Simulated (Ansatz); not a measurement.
The starting structures come from a database of crystals and need not be the phases stable at ambient conditions.

Inside the gap of an insulator the Bloch states are evanescent, with a wavenumber k + iκ along the transport direction.

Consider the following.

```yaml
crystal:
  lattice:
    - [5.08256, 0.00000, 0.00000]
    - [-0.15606, 5.08016, 0.00000]
    - [1.72446, -1.67229, 3.42914]
  atoms:
    - { symbol: Rb, position: [0.74374, 0.74374, 0.00000] }
    - { symbol: Rb, position: [0.25626, 0.25626, 0.00000] }
    - { symbol: O, position: [0.37312, 0.62688, 0.62688] }
    - { symbol: O, position: [0.62688, 0.37312, 0.37312] }
```

Space group of this cell: Immm. The cell is taken as given; by PBEsol its mean pressure is -1.1 GPa.

Transport runs along the normal of the first two printed cell vectors.

The gap is the functional's own, uncorrected, and κ follows it; spin-orbit coupling is left out. Mid-gap values are interpolated between the computed energies.

Q: State the band gap and the smallest decay constant κ at mid-gap according to Ansatz (a quantum-chemistry and plane-wave program) with PBEsol.

A: Gap 1.81 eV on a 10×10×10 mesh; κ = 0.366 1/Å, at (-0.167, 0.167) of the in-plane reciprocal vectors. At the zone centre, at the nearest computed energy, the slowest state has κ = 0.47 1/Å.
